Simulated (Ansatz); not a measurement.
The reference is Rb in the bcc (W type) structure (space group Im-3m, No. 229; relaxed with 0.1 eV smearing).

```yaml
crystal:
  lattice:
    - [-2.78564, 2.78564, 2.78564]
    - [2.78564, -2.78564, 2.78564]
    - [2.78564, 2.78564, -2.78564]
  atoms:
    - { symbol: Rb, position: [0.00000, 0.00000, 0.00000] }
```

Cartesian axes are those of the cell as printed.

Level of theory: PBEsol (Ansatz, a program for electronic structure; PAW; 420 eV plane waves; scalar-relativistic without spin-orbit coupling).

Before the change:

- Volume per atom = 86.46 Å³
- Pressure = 0.0 GPa

Perturbation: compressive biaxial strain of 3.00 % in the plane normal to [001], as in epitaxy on a mismatched substrate; the out-of-plane cell vector and the atoms relax.

Task: Estimate the effect on the volume per atom, pressure and energy relative to the base.

Result: The volume per atom shrinks by 0.19 Å³ to 86.27 Å³; the pressure (mean of the normal stresses, compression positive) is still 0.0 GPa; the energy grows by 0.4 meV/atom.

Whether these cells are dynamically stable was not tested. All final runs are without spin polarisation.
